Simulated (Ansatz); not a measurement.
Results of PBE+SOC (Ansatz, an electronic-structure program, plane waves, PAW) for LaN (model structure, started from the zincblende type, F-43m, No. 216, 2 atoms in the cell).

Numerical settings: plane-wave cutoff 520 eV, 10×10×10 k mesh, Fermi–Dirac smearing 0.01 eV, PAW data made under PBE.

Cell (relaxed with PBEsol):

```
LaN
1.0
    0.00000     2.77323     2.77323
    2.77323     0.00000     2.77323
    2.77323     2.77323     0.00000
N La
1 1
Direct
  0.75000   0.75000   0.75000
  0.00000   0.00000   0.00000
```

Problem. Predict the band gap, smallest direct gap on the k points sampled and Γ–Γ gap.

Solution. 
- band gap = 1.10 eV (indirect)
- smallest direct gap on the k points sampled = 2.22 eV
- Γ–Γ gap = 3.26 eV

Note: the relaxation could raise the start's symmetry but not lower it, so the cell can be a saddle point; cell and atoms aren't relaxed at this level (pressure 3.2 GPa).

A model structure was made by putting elements into a prototype or built by hand; it is no filed structure, need not be a known phase, and can be a saddle point held by its symmetry.
